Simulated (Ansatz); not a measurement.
# What isotropic strain +2.50 % does to ZnAu

The parent structure is ZnAu in the CsCl type structure (space group Pm-3m, No. 221; a = 3.1868 Å; relaxed with 0.1 eV smearing).

The change: every lattice vector is stretched by 2.50 %, atoms relaxed at fixed cell.

Level of theory: DFT with PBE, PAW potentials and a 420 eV plane-wave cutoff in Ansatz (a quantum-chemistry and plane-wave program), scalar-relativistic without spin-orbit coupling. k-mesh 18×18×18 (Γ-centred); smearing 0.1 eV (Fermi–Dirac).

```tsv
quantity	base	changed	shift
space group	Pm-3m (No. 221)	Pm-3m (No. 221)	–
shortest interatomic distance	2.760 Å	2.829 Å	+0.069 Å
energy relative to the base (free energy F)	0 meV/atom	+30 meV/atom	+30 meV/atom
pressure	0.0 GPa	-7.0 GPa	-7.0 GPa
band gap	zero	zero	–
```

Cost of the whole job for the changed cell (relaxation, final SCF and bands): roughly 17 core-seconds.

No phonon test of stability was made.
